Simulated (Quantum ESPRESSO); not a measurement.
A self-consistent single point of MgScSe₃ (C2/m, 10 atoms in the cell) with Quantum ESPRESSO.

Computed with LDA (PZ), GBRV 1.5 ultrasoft (LDA) pseudopotentials (plane waves; Quantum ESPRESSO).

```xyz
10
Lattice="3.5299 -6.3491 0.0000 3.5299 6.3491 0.0000 -3.3073 0.0000 5.9326" Properties=species:S:1:pos:R:3 pbc="T T T"
Mg     3.5299    -2.0920     0.0000
Mg     3.5299     2.0920     0.0000
Sc     0.3288     0.0000     1.9046
Sc     3.4237     0.0000     4.0279
Se     2.5333    -4.2146     1.3395
Se     1.2192     4.2146     4.5930
Se     1.2192    -4.2146     4.5930
Se     2.5333     4.2146     1.3395
Se     0.8777     0.0000     4.4068
Se     2.8748     0.0000     1.5258
```

Reference input (self-consistent single point, DFT, LDA (PZ), plane waves, GBRV 1.5 ultrasoft (LDA) pseudopotentials): ecutwfc = 50 Ry; ecutrho = 400 Ry; occupations = smearing; smearing = gauss; degauss = 0.0036749 Ry; potentials = {Mg: mg_lda_v1.4.uspp.F.UPF, Sc: sc_lda_v1.uspp.F.UPF, Se: se_lda_v1.uspp.F.UPF}; K_POINTS = automatic 4 4 4 0 0 0; conv_thr = 1e-09 Ry; mixing_beta = 0.4. This run's input differs from it in these lines:

```diff
@@ -38,3 +38,3 @@
 K_POINTS {automatic}
-4 4 4  0 0 0
+5 5 5  0 0 0
 CELL_PARAMETERS {angstrom}
```

Output, abridged:

```
     Self-consistent Calculation

     iteration #  1     ecut=    50.00 Ry     beta= 0.40

---- Real-time Memory Report at c_bands before calling an iterative solver
           893 MiB given to the printing process from OS
           470 MiB allocation reported by mallinfo(arena+hblkhd)
------------------

     Threshold (ethr) on eigenvalues was too large:
     Diagonalizing with lowered threshold

---- Real-time Memory Report at c_bands before calling an iterative solver
          1244 MiB given to the printing process from OS
           496 MiB allocation reported by mallinfo(arena+hblkhd)
------------------

   [... lines left out ...]

---- Real-time Memory Report at c_bands before calling an iterative solver
          1299 MiB given to the printing process from OS
           543 MiB allocation reported by mallinfo(arena+hblkhd)
------------------

     total energy              =    -698.63134071 Ry
     estimated scf accuracy    <          4.6E-09 Ry

     iteration # 12     ecut=    50.00 Ry     beta= 0.40

---- Real-time Memory Report at c_bands before calling an iterative solver
          1299 MiB given to the printing process from OS
           543 MiB allocation reported by mallinfo(arena+hblkhd)
------------------
     End of self-consistent calculation

     the Fermi energy is     4.5925 ev

!    total energy              =    -698.63134071 Ry
     estimated scf accuracy    <          1.0E-10 Ry
     smearing contrib. (-TS)   =      -0.00033842 Ry
     internal energy E=F+TS    =    -698.63100230 Ry

     convergence has been achieved in  12 iterations

     Forces acting on atoms (cartesian axes, Ry/au):

     atom    1 type  1   force =     0.00000000   -0.00219355   -0.00000000
     atom    2 type  1   force =     0.00000000    0.00219355    0.00000000
     atom    3 type  2   force =     0.00364501    0.00000000    0.00050684
     atom    4 type  2   force =    -0.00364501   -0.00000000   -0.00050684
     atom    5 type  3   force =     0.00234862   -0.00729360   -0.00165482
   [... lines left out ...]

     Total force =     0.019179     Total SCF correction =     0.000020

          total   stress  (Ry/bohr**3)                   (kbar)     P=      -36.70
  -0.00024527   0.00000000   0.00000010          -36.08        0.00        0.01
   0.00000000  -0.00025107   0.00000000            0.00      -36.93        0.00
   0.00000010   0.00000000  -0.00025213            0.01        0.00      -37.09

   JOB DONE.
```

The run converged in 12 iterations. Against the reference run the free energy falls by 7.7 meV/atom, the pressure moves little (-3.62 to -3.67 GPa) and the largest force goes from 0.210 to 0.202 eV/Å.

The starting cell comes from a database of computed structures (which also holds hypothetical and non-ambient phases and stackings), without a prior relaxation at this level. With a pressure of about -4 GPa the cell is away from its equilibrium volume at this level.

Cost on one core of a shared machine: roughly 10 min.
